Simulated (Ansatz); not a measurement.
Worked example: self-consistent single point of KHgF₃ (Cmmm, 5 atoms in the cell) in Ansatz (an electronic-structure program)

Method: LDA (PW92), default PAW files made with PBE (plane waves; Ansatz).

The input file:

Ansatz 0.2 input:
```yaml
# KHgF3
crystal:
  lattice:
    - [3.192359, -3.198471, 0.000000]
    - [3.192359, 3.198471, 0.000000]
    - [0.000000, 0.000000, 4.510817]
  atoms:
    - { symbol: K, position: [0.000000, 0.000000, 0.500000] }
    - { symbol: Hg, position: [0.500000, 0.500000, 0.000000] }
    - { symbol: F, position: [0.000000, 0.500000, 0.000000] }
    - { symbol: F, position: [0.500000, 0.000000, 0.000000] }
    - { symbol: F, position: [0.500000, 0.500000, 0.500000] }
basis:
  ecutwfc: 420.0 eV
kpoints:
  mp_grid: { grid: [6, 6, 6] }
hamiltonian:
  xc: lda
  pseudopotentials: { kind: paw }
scf:
  occupations: { method: fixed }
output:
  forces: true
  eigenvalues: true
  stress: true
```

Log, with long lists cut:

```
WARN ansatz: RAYON_NUM_THREADS=1 ignored (pool sized by the plan → 1); use --threads N
Pseudopotentials: kind: paw
Pseudopotential: K, paw, valence charge 9
Pseudopotential: Hg, paw, valence charge 20
Pseudopotential: F, paw, valence charge 7
Crystal: 5 atoms, lattice volume = 92.117 Å³
Basis set: ecut = 420 eV, 1807 PW (Γ)
Bands: 30, of which v1, the nominal top of the filled ones, is band 25 counted from 1 (24 counted from 0)
Symmetry: 8 space group operations
Space group: Cmmm (ITA 65), of the structure as read, at distance tolerance 4.5e-5 Å
k-points: 52 of 216
PAW frozen core: K, regenerated for the run's functional, and the local potential with it
PAW frozen core: Hg, regenerated for the run's functional, and the local potential with it
PAW frozen core: F, regenerated for the run's functional, and the local potential with it
Initial density: superposition of atomic densities (neutral atoms: chi_scale 0, normalization atom), corrected by the library's trained network
Initial wavefunctions: pseudopotential atomic-orbital guess
Eigensolver: davidson
Functional: x = slater, c = lda
SCF iter   1: F=—  HF=-17401.091585 eV  |F-HF|=—  |Δ(HF+E_count)|=         —  Δρ=1.76e-2  dr2=2.11e-1  ethr=1.77e-3  ⟨swp⟩=5.1  Hψ=5569  notcnv=0  defer=141
all-band conjugate gradients solve this SCF's bands
preconditioner: auto → Resta (q_TF=auto, 2.464 Å⁻¹)
SCF iter   2: F=—  HF=-17401.037489 eV  |F-HF|=—  |Δ(HF+E_count)|=   5.41e-2  Δρ=5.50e-3  dr2=1.10e-2  ethr=4.22e-4  ⟨swp⟩=2.2  Hψ=3125  notcnv=0  defer=144
SCF iter   3: F=—  HF=-17401.034525 eV  |F-HF|=—  |Δ(HF+E_count)|=   2.96e-3  Δρ=2.03e-3  dr2=2.49e-3  ethr=2.20e-5  ⟨swp⟩=2.3  Hψ=2301  notcnv=0  defer=150
SCF iter   4: F=—  HF=-17401.033838 eV  |F-HF|=—  |Δ(HF+E_count)|=   6.87e-4  Δρ=4.87e-4  dr2=2.10e-4  ethr=4.98e-6  ⟨swp⟩=1.5  Hψ=1565  notcnv=0  defer=146
SCF iter   5: F=—  HF=-17401.033808 eV  |F-HF|=—  |Δ(HF+E_count)|=   3.01e-5  Δρ=1.01e-4  dr2=1.19e-5  ethr=4.19e-7  ⟨swp⟩=2.8  Hψ=2581  notcnv=0  defer=54
SCF iter   6: F=—  HF=-17401.033815 eV  |F-HF|=—  |Δ(HF+E_count)|=   7.48e-6  Δρ=8.29e-5  dr2=4.54e-6  ethr=2.39e-8  ⟨swp⟩=2.1  Hψ=2501  notcnv=0  defer=53
SCF iter   7: F=—  HF=-17401.033814 eV  |F-HF|=—  |Δ(HF+E_count)|=   9.01e-7  Δρ=2.60e-5  dr2=5.46e-7  ethr=9.07e-9  ⟨swp⟩=2.1  Hψ=2519  notcnv=0  defer=53
SCF iter   8: F=-17401.033814 eV  HF=-17401.033814 eV  |F-HF|=1.50e-8  |Δ(HF+E_count)|=   9.97e-8  Δρ=5.85e-6  dr2=5.30e-8  ethr=2.00e-10  ⟨swp⟩=9.4  Hψ=7086  notcnv=0
SCF 1 converged in 8 iterations: F = -17401.033814 eV  dr2 = 5.30e-8
SCF converged after 8 iterations
Free energy (F): -17401.033814 eV
Harris-Foulkes:  -17401.033814 eV  (|F-HF|=1.50e-8)
Internal energy: -17401.033814 eV  (E = F + TS)
E sigma→0 (E₀):  -17401.033814 eV
Fermi energy:    4.223860 eV
--- Per-component energies (eV) ---
  E_band       = -735.552397
  E_kinetic    = 1467.271962
  E_local      = -6072.997097  (includes V_loc(G=0)·N_el)
  E_nonlocal   = 327.212890
  E_hartree    = 2471.572518
  E_xc         = -582.291952
  E_vxc        = -723.735061  (∫ρ·V_xc dr)
  E_paw        = -10959.648431  (= ΣΔE_a)
  E_vpaw       = -676.463975  (= ΣTr[D̂ρ^β])
  E_aug_tail   = 0.006987  (compensation charges beyond the density's cutoff)
  E_ewald      = -4053.334039
  E_core_change = 1.173348  (= ΣΔE_core)
  E_smearing   = -0.000000  (= −TS)
  E_closure    = 0.000000  (closes the sum)
  Σ components = -17401.033814   (vs F -17401.033814, Δ=0.00e0)
--- Forces (eV/Å), atoms counted from 1 ---
  atom   1  K      0.00000000     0.00000000     0.00000000
   [... zero for the other atoms too ...]
  max |Σ_I F_I| component: 1.12e-28 eV/Å
--- Stress (GPa, compression-positive) ---
       -3.251387       0.000000       0.000000
        0.000000      -3.277106      -0.000000
        0.000000      -0.000000      -3.162702
  P = ⅓ Tr σ = -3.2304 GPa (-32.304 kbar)
  The stress holds the Pulay correction. Without it, at fixed plane waves, as pw.x and ABINIT print it: P = -3.8176 GPa
--- Band table (eV; the first three rows and the last of 52) ---
  k-point 0: bands = ["-108.3441", "-56.7218", "-56.7212", "-56.7207", "-24.0077", "-17.1699", "-16.9020", "-16.8888", "-7.6595", "-7.6591", "-7.6585", "-0.2837", "-0.2829", "-0.2818", "-0.0628", "-0.0481", "-0.0449", "0.2692", "0.2724", "1.5428", [...]
  k-point 1: bands = ["-108.3441", "-56.7218", "-56.7212", "-56.7207", "-24.0067", "-17.1472", "-16.9029", "-16.8883", "-7.6635", "-7.6570", "-7.6566", "-1.1196", "-0.4352", "-0.4348", "-0.2803", "0.0110", "0.0141", "0.2699", "0.9514", "1.5259", [...]
  k-point 2: bands = ["-108.3441", "-56.7219", "-56.7212", "-56.7207", "-24.0049", "-17.1014", "-16.9043", "-16.8871", "-7.6735", "-7.6520", "-7.6516", "-2.0523", "-0.6373", "-0.6368", "-0.2773", "0.0512", "0.0544", "0.2712", "1.0304", "1.4703", [...]
  k-point 51: bands = ["-108.3441", "-56.7220", "-56.7214", "-56.7209", "-23.9985", "-16.9018", "-16.8829", "-16.8815", "-7.7128", "-7.7125", "-7.7123", "-2.4077", "-2.3861", "-2.2750", "-1.1234", "-1.1222", "-1.1134", "1.9181", "1.9190", "1.9237", [...]
```

The run converged in 8 iterations.

The starting cell comes from a database of computed structures (which also holds hypothetical and non-ambient phases and stackings), without a prior relaxation at this level. Its lattice was rescaled by up to half a per cent. Spin-orbit coupling is off. With a pressure of about -3 GPa the cell is away from its equilibrium volume at this level. Ansatz's pressure includes its estimate of the finite-basis (Pulay) stress. Without the estimate this run gives -3.82 GPa.
